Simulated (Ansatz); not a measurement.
# Pressure series in GaN

Take GaN in the zinc blende structure (space group F-43m, No. 216; a = 4.549 Å) as the base.

Cell and atoms are relaxed at each pressure.

Calculations: PBE, PAW, 420 eV (Ansatz, a first-principles code; no spin-orbit coupling).

| variant | volume per atom | electron mass | band gap |
|---|---|---|---|
| base | 11.76 Å³ | 0.14 mₑ (at Γ) | 1.54 eV |
| pressure −2 GPa | ___ | 0.14 mₑ (at Γ) | 1.46 eV |
| pressure −1 GPa | 11.83 Å³ | 0.14 mₑ (at Γ) | 1.50 eV |
| pressure 1.8 GPa | 11.64 Å³ | 0.15 mₑ (at Γ) | 1.61 eV |
| pressure 4.2 GPa | 11.49 Å³ | 0.15 mₑ (at Γ) | 1.69 eV |
| pressure 9 GPa | 11.22 Å³ | 0.16 mₑ (at Γ) | 1.84 eV |
| pressure 18 GPa | 10.79 Å³ | 0.18 mₑ (at Γ) | 2.09 eV |
| pressure 30 GPa | 10.32 Å³ | ___ | 2.38 eV |
| pressure 45 GPa | ___ | 0.23 mₑ (at Γ) | 2.67 eV |
| pressure 60 GPa | 9.47 Å³ | 0.24 mₑ (at Γ) | 2.92 eV |

Question: Some entries are withheld; estimate them.

Answer: 
- pressure −2 GPa, volume per atom: 11.90 Å³
- pressure 30 GPa, electron mass: 0.20 mₑ (at Γ)
- pressure 45 GPa, volume per atom: 9.85 Å³

Load acts through the strain it causes; cell and atoms are relaxed under it. Masses are band curvatures over ±0.01 Å⁻¹ around the edge. Stability against distortions was not tested. Tetrahedral semiconductors of this kind turn to denser phases somewhere between about 1 and 50 GPa; those were not computed, so compressed cells here can lie past the real transition. This is not the structure that GaN has at room temperature and ambient pressure.
